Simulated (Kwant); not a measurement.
System: normal lead on a InAs wire with induced superconductivity. Mass 0.023 mₑ, grid 10 nm, pairing Δ = 0.5 meV, chemical potential 1 meV in the wire and 10 meV in the lead, Rashba 0.033 eV nm, Zeeman energy 0.99 meV along the wire, barrier 25 meV × 30 nm; the superconducting wire is semi-infinite.

Constants are typed, rounded textbook-type inputs, not results; the design itself was drawn at random and stands for no fabricated device.

Computed with Kwant: Bogoliubov-de Gennes tight-binding model of one subband, both spins, coherent transport at 0 K. Conductance is in e²/h.

Does the wire meet the condition for a Majorana end state, and what zero-bias conductance follows?

√(Δ² + μ²) = 1.12 meV against a Zeeman energy of 0.990 meV: the condition is not met, so no quantised peak is due. Simulated G(0) = 8.3e-6 e²/h.
